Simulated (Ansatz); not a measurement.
# L1₂ (Cu3Au-type) Ni3Si

All values below come from HSE06-D3(BJ) in Ansatz (PAW).

Run with plane-wave cutoff 460 eV, 8×8×8 k mesh, Fermi–Dirac smearing 0.05 eV, no spin polarisation, scalar-relativistic PAW data made under PBE.

Cell: relaxed at this level.

```
Quantity                                          Result
------------------------------------------  ------------
volume per atom                             9.95 Å³/atom
bulk modulus                                     263 GPa
lattice parameter a                              3.414 Å
pressure derivative B′ of the bulk modulus           4.7
```

Measured, for comparison: equilibrium volume per atom 10.81 Å³/atom, lattice constant a 3.510 Å (temperature not stated, no zero-point or thermal correction; as tabulated in Metallic Nickel Silicides: Experiments and Theory for NiSi and First Principles …). Computed (rounded) less measured: equilibrium volume per atom -8.0 %, lattice constant a -2.7 %.

Note: the run has no spin polarisation, so it can have missed a magnetic state.

Computed values are for the static lattice.

The result took about 10 core-minutes (a rough figure).

Ansatz is a quantum-chemistry and plane-wave program.
